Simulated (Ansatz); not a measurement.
Results of r²SCAN+rVV10 in Ansatz (plane waves, PAW) for B2O3 (model structure, started from the corundum type, R-3c, No. 167, 10 atoms in the cell).

Settings: plane-wave cutoff 560 eV, 10×10×10 k mesh, Fermi–Dirac smearing 0.01 eV, scalar-relativistic PAW data made under PBE.

Cell (relaxed at this level):

```cif
data_B4O6
_chemical_formula_sum 'B4 O6'
_space_group_name_H-M_alt 'P 1'
_space_group_IT_number 1
_cell_length_a 6.40041
_cell_length_b 6.40041
_cell_length_c 6.40041
_cell_angle_alpha 39.732
_cell_angle_beta 39.732
_cell_angle_gamma 39.732
loop_
_space_group_symop_operation_xyz
  'x, y, z'
loop_
_atom_site_label
_atom_site_type_symbol
_atom_site_fract_x
_atom_site_fract_y
_atom_site_fract_z
_atom_site_occupancy
B1 B 0.41524 0.41524 0.41524 1
B2 B 0.08476 0.08476 0.08476 1
B3 B 0.58476 0.58476 0.58476 1
B4 B 0.91524 0.91524 0.91524 1
O1 O 0.62624 0.87376 0.25000 1
O2 O 0.25000 0.62624 0.87376 1
O3 O 0.87376 0.25000 0.62624 1
O4 O 0.37376 0.12624 0.75000 1
O5 O 0.75000 0.37376 0.12624 1
O6 O 0.12624 0.75000 0.37376 1
```

### Question
Give the computed band gap and smallest direct gap on the k points sampled.

### Answer

* **band gap**: 5.43 eV (indirect)
* **smallest direct gap on the k points sampled**: 5.80 eV

Note: the relaxation could raise the start's symmetry but not lower it, so the cell can be a saddle point.

Computed values are for the static lattice.

Cost on a shared machine: very roughly 70 core-seconds.

A model structure was made by putting elements into a prototype or built by hand; it is no filed structure, need not be a known phase, and can be a saddle point held by its symmetry.

Ansatz is a quantum-chemistry and plane-wave program.
